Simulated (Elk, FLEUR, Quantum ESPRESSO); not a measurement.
Code comparison for TbZn (Pm-3m, 2 atoms in the cell)

Self-consistent single point, at a second geometry (lattice scaled by 0.98). First geometry:

```xyz
2
Lattice="3.5519 0.0000 0.0000 0.0000 3.5519 0.0000 0.0000 0.0000 3.5519" Properties=species:S:1:pos:R:3 pbc="T T T"
Tb     0.0000     0.0000     0.0000
Zn     1.7759     1.7759     1.7759
```
Moments meant for the start (each program seeds them in its own way; μB, in the order of the atoms Tb Zn): 6.0 0.0.

Shared settings, as Quantum ESPRESSO writes them: occupations = smearing; smearing = fermi-dirac; degauss = 0.0073499 Ry; nspin = 2; K_POINTS = automatic 6 6 6 0 0 0. Potentials and cutoffs stand in the table.

| code | model | ΔF from the first geometry (meV/atom) | size of the net moment (μB/atom) | cutoff |
|---|---|---|---|---|
| Quantum ESPRESSO | LDA (PZ), SSSP 1.1.2 efficiency (PBE) pseudopotentials | -23.9 | 3.03 | 50 Ry |
| Elk | LDA (PW92), all-electron FP-LAPW, Elk's shipped species files, APW+lo basis with extra local orbitals | -26.5 | 3.00 | rgkmax 7.5 |
| FLEUR | LDA (Perdew-Zunger), all-electron FLAPW (FLEUR), scalar-relativistic valence | -20.9 | 3.01 | Kmax 4.5 1/bohr |

On Quantum ESPRESSO's run: spin-orbit coupling is off. With one magnetic atom in the cell only a parallel order is possible. With U or open f shells several self-consistent states can exist. The f electrons are in the valence without U or exact exchange, which can misplace them near the Fermi level. Spin-orbit terms, which matter for f shells, are left out.

The spread over the programs that give each value: ΔF from the first geometry within 5.6 meV/atom; size of the net moment within 0.03 μB/atom.

Elk and FLEUR treat all electrons, but the usual bases taken here (sphere radii, linearisation, local orbitals, empty states) were not tested for convergence, so the values are no reference for the others. The same LDA comes in different parametrisations, which differ slightly.

The starting cell comes from a database of computed structures (which also holds hypothetical and non-ambient phases and stackings), without a prior relaxation at this level. Its lattice was rescaled by a random factor within 2.5 % of one. For this run, on top of that: lattice scaled by 0.98.

Left out of this page: Ansatz (with a known weakness of the program).
